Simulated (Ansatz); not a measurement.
We consider GdCl3 (P6₃/m, No. 176), described by r²SCAN+rVV10 (Ansatz, an electronic-structure program, plane waves, PAW).

Numerical settings: plane-wave cutoff 560 eV, 6×6×8 k mesh (along the axes of the cell as run), Fermi–Dirac smearing 0.01 eV, spin-polarised with parallel moments, scalar-relativistic PAW data made under PBE.

Computed at the level's own relaxed cell.

Problem. What does this level give for the lattice constant a and lattice parameter c?

Solution. 
- lattice constant a = 7.345 Å
- lattice parameter c = 4.097 Å

Note: the magnetic order was assumed, not searched for or taken from measurement; the 4f shell is treated without U or exact exchange, so its levels and filling can be wrong.

Spin–orbit coupling is not included.

Computed values are for the static lattice.

Cost on a shared machine: roughly 2.4 core-minutes.
